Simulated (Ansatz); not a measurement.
# Pressure series in hypothetical CsCl type InP

The parent structure is InP in the CsCl type structure (space group Pm-3m, No. 221; a = 3.388 Å; a hypothetical phase, not in the database extracts checked).

Cell and atoms are relaxed at each pressure.

Computed with PBEsol, PAW, 420 eV (Ansatz, a program for electronic structure; without spin-orbit coupling).

Two rows of this table had their results exchanged by mistake.

```tsv
pressure	volume per atom (Å³)	shortest distance (Å)	band gap
pressure −2 GPa	20.01	2.962	zero
pressure −1 GPa	19.72	2.948	zero
pressure 0.3 GPa	19.38	2.931	zero
pressure 0.7 GPa	19.28	2.926	zero
pressure 1.5 GPa	17.52	2.834	zero
pressure 3 GPa	18.76	2.899	zero
pressure 5 GPa	18.36	2.879	zero
pressure 7.5 GPa	17.91	2.855	zero
pressure 10 GPa	19.09	2.916	zero
```

**Question.** Which two?

**Answer.** The rows for pressure 1.5 GPa and pressure 10 GPa: the volume has to fall steadily with pressure, so 19.09 Å³ belongs to pressure 1.5 GPa and 17.52 Å³ to pressure 10 GPa.

Load acts through the strain it causes; cell and atoms are relaxed under it. Whether these cells are dynamically stable was not tested. Competing high-pressure phases were not computed. All final runs are without spin polarisation.
